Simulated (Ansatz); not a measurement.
We consider SrO (P6₃/mmc, No. 194, 4 atoms in the cell; start mp-754824; a measured phase of this formula has another space group), described by LDA in Ansatz (PAW).

Numerical settings: plane-wave cutoff 520 eV, 12×12×8 k mesh (along the axes of the cell as run), Fermi–Dirac smearing 0.01 eV, scalar-relativistic PAW data made under PBE.

Cell (relaxed with PBEsol):

```yaml
crystal:
  lattice:
    - [4.23597, 0.00000, 0.00000]
    - [-2.11798, 3.66846, 0.00000]
    - [0.00000, 0.00000, 5.10914]
  atoms:
    - { symbol: Sr, position: [0.33333, 0.66667, 0.93751] }
    - { symbol: Sr, position: [0.66667, 0.33333, 0.43751] }
    - { symbol: O, position: [0.33333, 0.66667, 0.43749] }
    - { symbol: O, position: [0.66667, 0.33333, 0.93749] }
```

Problem. Predict the band gap.

Solution. 
* **band gap**: 2.54 eV

Note: cell and atoms aren't relaxed at this level (pressure -2.6 GPa).

Spin–orbit coupling is not included.

Computed values are for the static lattice.

Cost on a shared machine: very roughly 19 core-seconds.

A start named mp-… is a Materials Project structure, which need not be a measured phase.

Ansatz is a quantum-chemistry and plane-wave program.
